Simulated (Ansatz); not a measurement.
Consider interstitial Cl in bcc Nb, neutral cell. The step: a concerted move, in which Cl travels most; the atom moves 1.65 Å along (0.00, 0.00, -0.50) of the unit cell; the moving atom starts with neighbours 2 Nb at 2.22, 4 Nb at 2.41 Å and ends with 2 Nb at 2.22, 4 Nb at 2.41 Å. DFT values are from Ansatz (plane-wave PAW, 420 eV unless said) in a cell of 36 host sites, spin-restricted, static, with no finite-size correction. Sites that were not tried may lie lower. For the PBE band: the saddle point's order was not checked, and it lies on a symmetry element of the cell, where a band can be held.

```csv
Level,Forward barrier (eV),Cost of the band or of the saddle's single point
"CHGNet universal potential (has no charge state), its own band",0.23,-
"PBE, a 2×2×3 k-point mesh shifted by half a step, band relaxed",1.09,around 50 core-minutes (rough)
"PBE, a 3×3×4 k-point mesh shifted by half a step, same geometries",1.14,roughly 5 core-minutes
"r2SCAN at 500 eV, a 2×2×3 k-point mesh shifted by half a step, same geometries",(withheld),very roughly 5 core-minutes
```

Question: Complete the blanks.

Answer: 
- r2SCAN at 500 eV, a 2×2×3 k-point mesh shifted by half a step, same geometries, Forward barrier (eV): 1.20

Ansatz is an electronic-structure program.
